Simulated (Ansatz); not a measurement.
**What isotropic strain −2.00 % does to PbTe**

The parent structure is PbTe in the rock salt structure (space group Fm-3m, No. 225; a = 6.442 Å).

One thing is altered: an isotropic linear strain of −2.00 %; the atoms relax in the strained cell.

Computed with Ansatz (a first-principles code), PBEsol, PAW, cutoff 420 eV, no spin-orbit coupling. Γ-centred 9×9×9 mesh, Fermi–Dirac width 0.05 eV.

```tsv
quantity	base	changed	shift
shortest interatomic distance	3.221 Å	3.157 Å	-0.064 Å
energy relative to the base (free energy F)	0 meV/atom	+18 meV/atom	+18 meV/atom
pressure	0.1 kbar	31.3 kbar	+31.2 kbar
band gap	0.65 eV	0.50 eV	-0.145 eV
gap character	direct at L	direct at L	–
mean gap deformation potential ΔEg/Δln V	–	+2.4 eV	–
width of the top valence band	2.86 eV	3.25 eV	+0.39 eV
electron mass	0.26 mₑ along k, 0.098 mₑ across (at L)	0.22 mₑ along k, 0.095 mₑ across (at L)	–
hole mass	0.38 mₑ along k, 0.073 mₑ across (at L)	0.29 mₑ along k, 0.056 mₑ across (at L)	–
valley order (the lowest conduction-band minima on the path, energy above the VBM, named in the base's zone)	L along ⟨111⟩ 0.65 eV; a point along ⟨110⟩, about 0.6 Å⁻¹ from Γ 1.25 eV; a point along ⟨100⟩, about 0.3 Å⁻¹ from Γ 1.70 eV	L along ⟨111⟩ 0.50 eV; a point along ⟨110⟩, about 0.5 Å⁻¹ from Γ 1.16 eV; a point along ⟨100⟩, about 0.3 Å⁻¹ from Γ 1.69 eV	–
```

Final structure:

```
CELL_PARAMETERS angstrom
      0.00000     3.15662     3.15662
      3.15662     0.00000     3.15662
      3.15662     3.15662     0.00000
ATOMIC_POSITIONS crystal
  Te 0.50000 0.50000 0.50000
  Pb 0.00000 0.00000 0.00000
```

Spin-orbit coupling, missing from the scalar runs, can matter with Pb and Te. Effective masses come from finite differences of ±0.01 Å⁻¹. Along k means along the line from Γ to the band edge. Whether these cells are dynamically stable was not tested.
